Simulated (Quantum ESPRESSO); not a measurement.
# Convergence series on HfAu2 (I4/mmm, 3 atoms in the cell)

Space group I4/mmm (No. 139); a = b = 3.546 Å, c = 8.713 Å, α = β = γ = 90.00°

```
atom  site  symmetry       x       y       z
----  ----  --------  ------  ------  ------
Hf      2a     4/mmm  0.0000  0.0000  0.0000
Au      4e       4mm  0.0000  0.0000  0.3327
```
(The calculation used a cell of 3 atoms; values per cell refer to that cell.)

Method of the run: LDA (PZ), GBRV 1.5 ultrasoft (LDA) pseudopotentials (plane waves; Quantum ESPRESSO 7.5).

The starting cell comes from a database of computed structures (which also holds hypothetical and non-ambient phases and stackings), without a prior relaxation at this level. In the base run, with a pressure of about -8 GPa the cell is away from its equilibrium volume at this level.

Held fixed: ecutwfc = 40 Ry; ecutrho = 320 Ry; occupations = smearing; smearing = marzari-vanderbilt; degauss = 0.0036749 Ry; potentials = {Hf: hf_lda_v1.uspp.F.UPF, Au: au_lda_v1.uspp.F.UPF}; K_POINTS = automatic 12 12 12 1 1 1; mixing_beta = 0.7.

ΔF is the free energy per atom less that of the last row (1e-10 Ry).

The series runs over conv_thr = 0.0073 Ry; 0.00073 Ry; 7.3e-05 Ry; 7.3e-06 Ry; 7.3e-07 Ry; 7.3e-08 Ry; 1e-10 Ry.

Problem. From which setting on does the largest force stay within 0.005 eV/Å of the last one?

Solution. From conv_thr = 7.3e-07 Ry on; the one before it is off by 0.010 eV/Å. The value it settles on is 0.020 eV/Å at this level of theory and with the other settings as held.

Problem. From which setting on does the pressure stay within 0.1 GPa of the last one?

Solution. From conv_thr = 7.3e-07 Ry on; the one before it is off by 0.49 GPa. The value it settles on is -7.98 GPa at this level of theory and with the other settings as held.

| conv_thr | ΔF (meV/atom) | pressure (GPa) | largest force (eV/Å) | iterations |
|---|---|---|---|---|
| 0.0073 Ry | 5.3 | -22.00 | 0.127 | 5 |
| 0.00073 Ry | 0.10 | -9.35 | 0.234 | 7 |
| 7.3e-05 Ry | 0.10 | -9.35 | 0.234 | 7 |
| 7.3e-06 Ry | 0.01 | -7.49 | 0.009 | 9 |
| 7.3e-07 Ry | 0.00 | -8.07 | 0.023 | 11 |
| 7.3e-08 Ry | 0.00 | -8.07 | 0.023 | 11 |
| 1e-10 Ry | 0.00 | -7.98 | 0.020 | 14 |
